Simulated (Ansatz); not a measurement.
The starting structures come from a database of crystals and need not be the phases stable at ambient conditions.

Data:

```yaml
crystal:
  lattice:
    - [5.46938, -0.01258, 0.00000]
    - [0.89074, 7.36587, 0.00000]
    - [-2.28932, 3.68922, 2.50675]
  atoms:
    - { symbol: Zn, position: [0.73694, 0.36847, 0.00000] }
    - { symbol: Zn, position: [0.26306, 0.63153, 0.00000] }
    - { symbol: Ge, position: [0.31213, 0.15607, 0.00000] }
    - { symbol: Ge, position: [0.68787, 0.84393, 0.00000] }
    - { symbol: O, position: [0.83096, 0.43863, 0.34608] }
    - { symbol: O, position: [0.16904, 0.56137, 0.65392] }
    - { symbol: O, position: [0.48488, 0.78471, 0.26154] }
    - { symbol: O, position: [0.51512, 0.21529, 0.73846] }
    - { symbol: O, position: [0.22334, 0.04625, 0.39238] }
    - { symbol: O, position: [0.77666, 0.95375, 0.60762] }
```

The cell was relaxed by PBE-D3(BJ); by r2SCAN it stands under a pressure of -5.5 GPa.

Transport runs along the normal of the first two printed cell vectors, the (110) plane of the conventional cell.

No gap correction and no spin-orbit coupling; mid-gap is the computed energy nearest the middle.

Give the band gap and the smallest decay constant κ at mid-gap that r2SCAN in Ansatz (an electronic-structure program) yields.

Gap 2.93 eV on a 12×12×12 mesh; κ = 0.238 1/Å, at the zone centre.
